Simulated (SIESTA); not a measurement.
## A self-consistent single point of F₂ (C2/c, 4 atoms in the cell) with SIESTA

Computed with GGA PBEsol, numerical atomic orbitals DZP, PseudoDojo PBEsol standard norm-conserving potentials (rewritten from UPF to PSML) run with SIESTA.

The input file:

```
# files in the folder: F.psml (PseudoDojo PBEsol standard)
SystemName  F2
SystemLabel f2

NumberOfAtoms                4
NumberOfSpecies              1
%block ChemicalSpeciesLabel
  1 9 F
%endblock ChemicalSpeciesLabel
LatticeConstant              1.0 Ang
%block LatticeVectors
     2.556320000   -1.584025000    0.000000000
     2.556320000    1.584025000    0.000000000
    -0.562109000    0.000000000    6.597708000
%endblock LatticeVectors
AtomicCoordinatesFormat      Ang
%block AtomicCoordinatesAndAtomicSpecies
     3.526889834    0.506095987    3.945165476  1
     1.023641166   -0.506095988    2.652542524  1
     0.742586666    0.506095987    5.951396524  1
     3.807944334   -0.506095987    0.646311476  1
%endblock AtomicCoordinatesAndAtomicSpecies

XC.functional                GGA
XC.authors                   PBEsol
PAO.BasisSize                DZP
PAO.EnergyShift              0.005 Ry
MeshCutoff                   350 Ry
%block kgrid.MonkhorstPack
   10   0   0  0.0
    0  10   0  0.0
    0   0   4  0.0
%endblock kgrid.MonkhorstPack
OccupationFunction           FD
ElectronicTemperature        10 K

MaxSCFIterations             150
SCF.Mixer.Method             Pulay
SCF.Mixer.Weight             0.1
SCF.Mixer.History            8
SCF.DM.Tolerance             1.0E-04
Diag.ParallelOverK           true
WriteForces                  true
```

Output (repeated stretches shortened):

```
reinit: Reading from file input.fdf

reinit: System Name: F2
reinit: System Label: f2

coor:   Atomic-coordinates input format  =     Cartesian coordinates
coor:                                          (in Angstroms)

siesta: Atomic coordinates (Bohr) and species
siesta:      6.66486   0.95638   7.45528  1        1
siesta:      1.93440  -0.95638   5.01258  1        2
siesta:      1.40329   0.95638  11.24651  1        3
siesta:      7.19597  -0.95638   1.22135  1        4

siesta: System type = bulk

initatomlists: Number of atoms, orbitals, and projectors:      4    52    52

siesta: ******************** Simulation parameters ****************************
redata: Spin configuration                          = none
redata: Time-Reversal Symmetry                      = T
redata: Number of Atomic Species                    =        1
redata: Mesh Cutoff                                 =   350.0000 Ry
redata: Net charge of the system                    =     0.0000 |e|
redata: Min. number of SCF Iter                     =        0
redata: Max. number of SCF Iter                     =      150
redata: SCF convergence failure will abort job
redata: SCF mix quantity                            = Hamiltonian
redata: Mix DM or H after convergence               =   F
redata: Recompute H after scf cycle                 =   F
redata: Mix DM in first SCF step                    =   T
redata: No kicks to SCF
redata: DM Mixing Weight for Kicks                  =     0.5000
redata: Require Harris convergence for SCF          =   F
redata: Harris energy tolerance for SCF             =     0.000100 eV
redata: Require DM convergence for SCF              =   T
redata: DM tolerance for SCF                        =     0.000100
redata: Require EDM convergence for SCF             =   F
redata: EDM tolerance for SCF                       =     0.001000 eV
redata: Require H convergence for SCF               =   T
redata: Hamiltonian tolerance for SCF               =     0.001000 eV
redata: Require (free) Energy convergence for SCF   =   F
redata: (free) Energy tolerance for SCF             =     0.000100 eV
redata: Using DFT-D3 dispersion                     =   F
redata: Using Saved Data (generic)                  =   F
redata: Method of Calculation                       = Diagonalization
redata: Electronic Temperature                      =    10.0000 K
redata: Number of TDED substeps                     =        3
redata: Dynamics option                             = Single-point calculation
redata: Save all siesta data in one NC              =   F
redata: ***********************************************************************

%block SCF.Mixers
  Pulay
%endblock SCF.Mixers

%block SCF.Mixer.Pulay
  # Mixing method
  method pulay
  variant stable

  # Mixing options
  weight 0.1000
  weight.linear 0.1000
  history 8
%endblock SCF.Mixer.Pulay

DM_history_depth set to one: no extrapolation allowed by default for geometry relaxation
Size of DM history Fstack: 1
Total number of electrons:    28.000000
Total ionic charge:    28.000000

* ProcessorY, Blocksize:    1  53

* Orbital distribution balance (max,min):    52    52

k-point displ. along   1 input, could be:     0.00    0.50
k-point displ. along   2 input, could be:     0.00    0.50
k-point displ. along   3 input, could be:     0.00    0.50
 Kpoints in:          240 . Kpoints trimmed:          227

siesta: k-grid: Number of k-points = 227
siesta: k-points from Monkhorst-Pack grid
siesta: k-cutoff (effective) =    13.243 Ang
siesta: k-point supercell and displacements
siesta: k-grid:    10     0     0      0.000
siesta: k-grid:     0    10     0      0.000
siesta: k-grid:     0     0     4      0.000

diag: Algorithm                                     = D&C
diag: Parallel over k                               =   F
diag: Use parallel 2D distribution                  =   F
diag: Parallel block-size                           = 53
diag: Parallel distribution                         =     1 x     1
diag: Used triangular part                          = Lower
diag: Absolute tolerance                            =  0.100E-15
diag: Orthogonalization factor                      =  0.100E-05
diag: Memory factor                                 =  1.0000

superc: Internal auxiliary supercell:     5 x     5 x     3  =      75
superc: Number of atoms, orbitals, and projectors:    300   3900   3900

                        Single-point calculation

superc: Internal auxiliary supercell:     5 x     5 x     3  =      75
superc: Number of atoms, orbitals, and projectors:    300   3900   3900

outcell: Unit cell vectors (Ang):
        2.556320   -1.584025    0.000000
        2.556320    1.584025    0.000000
       -0.562109    0.000000    6.597708

outcell: Cell vector modules (Ang)   :    3.007309    3.007309    6.621610
outcell: Cell angles (23,13,12) (deg):     94.1380     94.1380     63.5689
outcell: Cell volume (Ang**3)        :     53.4319
new_DM -- step:     1
Initializing Density Matrix...

Attempting to read DM from file... Failed...
DM filled with atomic data:

InitMesh: MESH = 32 x 32 x 80 = 81920
InitMesh: Mesh cutoff (required, used) =   350.000   391.036 Ry

stepf: Fermi-Dirac step function

        iscf     Eharris(eV)        E_KS(eV)     FreeEng(eV)     dDmax    Ef(eV) dHmax(eV)
   scf:    1    -2654.931371    -2661.560541    -2661.560541  0.701538 -6.671123  2.797418
   scf:    2    -2661.965376    -2661.767580    -2661.767580  0.023775 -6.888612  2.341208
   scf:    3    -2662.432538    -2662.199255    -2662.199255  0.102971 -7.947278  0.296710
   scf:    4    -2662.233781    -2662.217231    -2662.217231  0.020008 -7.993404  0.089900
   scf:    5    -2662.219976    -2662.218687    -2662.218687  0.006550 -8.022473  0.024016
   scf:    6    -2662.218888    -2662.218839    -2662.218839  0.003019 -8.026257  0.007299
   scf:    7    -2662.218851    -2662.218846    -2662.218846  0.000588 -8.025686  0.004259
   scf:    8    -2662.218852    -2662.218849    -2662.218849  0.000381 -8.025718  0.000809
   scf:    9    -2662.218850    -2662.218850    -2662.218850  0.000032 -8.025830  0.000169

SCF Convergence by DM+H criterion
max |DM_out - DM_in|         :     0.0000316597
max |H_out - H_in|      (eV) :     0.0001686710
SCF cycle converged after 9 iterations

Using DM_out to compute the final energy and forces

siesta: E_KS(eV) =            -2662.2188

siesta: E_KS - E_eggbox =     -2662.2188

siesta: Atomic forces (eV/Ang):
     1   -0.012299   -0.129267    0.281923
     2    0.012299    0.129267   -0.281923
     3    0.012299   -0.129267   -0.281922
     4   -0.012299    0.129267    0.281923
   Tot    0.000000    0.000000    0.000000
   Max    0.281923
   Res    0.179203    sqrt( Sum f_i^2 / 3N )
   Max    0.281923    constrained

Stress tensor Voigt[x,y,z,yz,xz,xy] (kbar):       31.64       23.02       11.36        0.00        0.40       -0.00
(Free)E + p*V (eV/cell)    -2662.9527
Target enthalpy (eV/cell)    -2662.2188

siesta: Program's energy decomposition (eV):
siesta: Ebs     =      -466.933301
siesta: Eions   =      4371.475165
siesta: Ena     =       814.644907
siesta: Ekin    =      1722.146760
siesta: Enl     =      -264.712232
siesta: Eso     =         0.000000
siesta: Edftu   =         0.000000
siesta: DEna    =        12.852379
siesta: DUscf   =         3.397041
siesta: DUext   =         0.000000
siesta: Ex      =      -541.770259
siesta: Ec      =       -37.302280
siesta: Exc     =      -579.072539
siesta: Eharris =     -2662.218850
siesta: Etot    =     -2662.218850
siesta: FreeEng =     -2662.218850

siesta: Atomic forces (eV/Ang):
siesta:      1   -0.012299   -0.129267    0.281923
siesta:      2    0.012299    0.129267   -0.281923
siesta:      3    0.012299   -0.129267   -0.281922
siesta:      4   -0.012299    0.129267    0.281923
siesta: ----------------------------------------
siesta:    Tot    0.000000    0.000000    0.000000

siesta: Stress tensor (static) (eV/Ang**3):
siesta:     0.019746   -0.000000    0.000252
siesta:    -0.000000    0.014368    0.000000
siesta:     0.000252    0.000000    0.007088

siesta: Cell volume =         53.431865 Ang**3

siesta: Pressure (static):
siesta:                Solid            Molecule  Units
siesta:          -0.00014958         -0.00005029  Ry/Bohr**3
siesta:          -0.01373400         -0.00461723  eV/Ang**3
siesta:         -22.00429541         -7.39761493  kBar
```

The run converged in 9 iterations.

The starting cell comes from a database of computed structures (which also holds hypothetical and non-ambient phases and stackings), without a prior relaxation at this level. Values carry the incompleteness of an atom-centred basis.
